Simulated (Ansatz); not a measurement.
The reference is WC (space group P-6m2, No. 187; a = 2.913 Å, c = 2.835 Å; relaxed with 0.1 eV smearing). Axes: x lies along a and z along c of the hexagonal cell.

The values are results of r2SCAN (Ansatz, a quantum-chemistry and plane-wave program, PAW, spin-orbit coupling left out), not measurements.

Strains are applied to the cell and any free atomic positions relax.

One change was made to it. Results:

```json
[
 {"quantity": "pressure (mean of the normal stresses, compression positive)", "base": "0.0 GPa", "after": "0.4 GPa"},
 {"quantity": "energy relative to the base (free energy F)", "base": "0 meV/atom", "after": "+8.4 meV/atom"},
 {"quantity": "shortest interatomic distance", "base": "2.199 Å", "after": "2.173 Å"}
]
```

Problem. Which change produced these results?
A. tensor shear ε_xz = +0.86 %
B. tensor shear ε_xz = +0.57 %
C. tensor shear ε_xz = +1.43 %

Solution. C, tensor shear ε_xz = +1.43 %. For comparison, the energy relative to the base in the other runs: tensor shear ε_xz = +0.86 % gives +3.0 meV/atom; tensor shear ε_xz = +0.57 % gives +1.3 meV/atom.

Whether these cells are dynamically stable was not tested. All final runs are without spin polarisation.
